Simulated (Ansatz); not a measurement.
Start from ZrC in the rock salt structure (space group Fm-3m, No. 225; relaxed with 0.1 eV smearing).

```
CELL_PARAMETERS angstrom
      0.00000     2.33454     2.33454
      2.33454     0.00000     2.33454
      2.33454     2.33454     0.00000
ATOMIC_POSITIONS crystal
  Zr 0.00000 0.00000 0.00000
  C  0.50000 0.50000 0.50000
```

Cartesian axes are those of the cell as printed.

Method: PBEsol (Ansatz, a program for electronic structure), no spin-orbit coupling.

Strains are applied to the cell and any free atomic positions relax; under biaxial strain the out-of-plane vector relaxes too.

One change was made to it. Results:

The pressure (mean of the normal stresses, compression positive) goes from zero to -3.5 GPa; the energy grows by 4.3 meV/atom; the volume per atom rises by 0.20 Å³ (12.72 Å³ → 12.92 Å³).

**Question.** Which of these changes matches the shifts?
A) biaxial strain +1.00 %, plane normal [001], relaxed out of plane
B) biaxial strain +1.50 %, plane normal [001], relaxed out of plane
C) biaxial strain +2.00 %, plane normal [001], relaxed out of plane
D) biaxial strain +2.50 %, plane normal [001], relaxed out of plane
E) biaxial strain −1.00 %, plane normal [001], relaxed out of plane

**Answer.** A, biaxial strain +1.00 %, plane normal [001], relaxed out of plane. For comparison, the pressure in the other runs: biaxial strain +2.50 %, plane normal [001], relaxed out of plane gives -8.0 GPa; biaxial strain −1.00 %, plane normal [001], relaxed out of plane gives 3.9 GPa; biaxial strain +2.00 %, plane normal [001], relaxed out of plane gives -6.6 GPa; biaxial strain +1.50 %, plane normal [001], relaxed out of plane gives -5.1 GPa.

Stability against distortions was not tested. All final runs are without spin polarisation.
